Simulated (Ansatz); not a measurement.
Consider the energy of configuration A over configuration B. The value is E(A) − E(B).

Cell A: a slab of Ru (hcp, P6₃/mmc) cut along (0001), 21 atoms, hexagonal cell of 5.44 Å (25.7 Å²), symmetry P3m1, 10.4 Å thick under 16 Å of vacuum, in-plane vectors held at the crystal's; planes from bottom to top: Ru4 × 5 | F, its two faces unlike (dipole correction applied); added, foreign or displaced atoms, above the top plane: F bound to 1 Ru at 1.95 Å; spin state with PBE: run without spin, k-point mesh 10×10×1.
```
CELL_PARAMETERS angstrom
      5.44387     0.00000     0.00000
      2.72194     4.71453     0.00000
      0.00000     0.00000    26.64754
ATOMIC_POSITIONS crystal
  Ru 0.00000 0.00000 0.30358
  Ru 0.50004 0.99992 0.30382
  Ru 0.99992 0.50004 0.30382
  Ru 0.50004 0.50004 0.30382
  Ru 0.83331 0.33338 0.38121
  Ru 0.33333 0.33333 0.38110
  Ru 0.83331 0.83331 0.38121
  Ru 0.33338 0.83331 0.38121
  Ru 0.00000 0.00000 0.46198
  Ru 0.50043 0.99915 0.46245
  Ru 0.99915 0.50043 0.46245
  Ru 0.50043 0.50043 0.46245
  Ru 0.83407 0.33186 0.54405
  Ru 0.33333 0.33333 0.54289
  Ru 0.83407 0.83407 0.54405
  Ru 0.33186 0.83407 0.54405
  Ru 0.00000 0.00000 0.62216
  Ru 0.50210 0.99580 0.62043
  Ru 0.99580 0.50210 0.62043
  Ru 0.50210 0.50210 0.62043
  F  0.00000 0.00000 0.69516
```

Cell B: a slab of Ru (hcp, P6₃/mmc) cut along (0001), 21 atoms, hexagonal cell of 5.44 Å (25.7 Å²), symmetry P3m1, 10.1 Å thick under 16 Å of vacuum, in-plane vectors held at the crystal's; planes from bottom to top: Ru4 × 5 | F, its two faces unlike (dipole correction applied); added, foreign or displaced atoms, above the top plane: F bound to 3 Ru at 2.28 Å; spin state with PBE: run without spin, k-point mesh 10×10×1.
```yaml
crystal:
  lattice:
    - [5.44387, 0.00000, 0.00000]
    - [2.72194, 4.71453, 0.00000]
    - [0.00000, 0.00000, 25.89343]
  atoms:
    - { symbol: Ru, position: [0.99987, 0.99987, 0.31166] }
    - { symbol: Ru, position: [0.50026, 0.99987, 0.31166] }
    - { symbol: Ru, position: [0.99987, 0.50026, 0.31166] }
    - { symbol: Ru, position: [0.50000, 0.50000, 0.31211] }
    - { symbol: Ru, position: [0.83382, 0.33309, 0.39146] }
    - { symbol: Ru, position: [0.33309, 0.33309, 0.39146] }
    - { symbol: Ru, position: [0.83333, 0.83333, 0.39147] }
    - { symbol: Ru, position: [0.33309, 0.83382, 0.39146] }
    - { symbol: Ru, position: [0.99918, 0.99918, 0.47483] }
    - { symbol: Ru, position: [0.50164, 0.99918, 0.47483] }
    - { symbol: Ru, position: [0.99918, 0.50164, 0.47483] }
    - { symbol: Ru, position: [0.50000, 0.50000, 0.47502] }
    - { symbol: Ru, position: [0.83234, 0.33383, 0.55824] }
    - { symbol: Ru, position: [0.33383, 0.33383, 0.55824] }
    - { symbol: Ru, position: [0.83333, 0.83333, 0.56057] }
    - { symbol: Ru, position: [0.33383, 0.83234, 0.55824] }
    - { symbol: Ru, position: [0.00353, 0.00353, 0.63832] }
    - { symbol: Ru, position: [0.49294, 0.00353, 0.63832] }
    - { symbol: Ru, position: [0.00353, 0.49294, 0.63832] }
    - { symbol: Ru, position: [0.50000, 0.50000, 0.63735] }
    - { symbol: F, position: [0.16667, 0.16667, 0.70319] }
```

All numbers come from Ansatz (an electronic-structure program), plane waves with PAW, its default PAW set, cutoff 420 eV. The structures are at rest with PBE, within the held lattices. Neutral cells; Fermi-Dirac smearing of at most 0.10 eV in the solids, energies taken to zero width. Larger cells are relaxed from a start prepared with the learned potential CHGNet till forces fall under 0.03 eV/Å, which some starts already meet. A dispersion term (D3(BJ), or D4 for r2SCAN) was computed beside these levels and is taken off wherever the name lacks it. Static lattices, no vibrational contributions. The structures are the rest points that the relaxations reached, not proven lowest. No Hubbard U is applied. Values are for these cell sizes. Cell A has symmetry P3m1 and got no random move, so less symmetric positions, which may lie lower, weren't tried. Cell B has symmetry P3m1 and got no random move, so less symmetric positions, which may lie lower, weren't tried.

**Question.** Estimate the value that PBE returns for this input.

**Answer.** 0.16 eV for A less B, so B lies lower.
